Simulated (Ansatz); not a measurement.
**Competing hops of interstitial Mg in bixbyite In2O3, charge state +2**

Consider interstitial Mg in bixbyite In2O3, charge state +2. All values below come from PBE, PAW (plane waves to 420 eV; Ansatz, a program for electronic structure).

80-site cell at the relaxed PBE lattice, one k-point at (0.250, 0.250, 0.250), smearing 0.01 eV, spin-restricted, no finite-size correction. No zero-point or tunnelling terms. The charge state is imposed; whether it is stable for some Fermi level was not computed. Sites that were not tried may lie lower.

Barriers: single points on a 2×2×2 k-point mesh shifted by half a step at the bands' geometries.

| Route | Start site over the lowest site run (eV) | Hop (Å) | Forward barrier (eV) | Backward barrier (eV) | Neighbours at the start | Neighbours at the saddle | Saddle order | Forward, on the band's own sampling (eV) |
|---|---|---|---|---|---|---|---|---|
| a direct jump of one Mg atom | 0.02 | 2.11 | 0.79 | 0.81 | 2 O at 1.90, 2 O at 2.01 Å | O at 1.87, 2 O at 1.90 Å | not checked | 0.79 |

Paths come from CI-NEB runs.
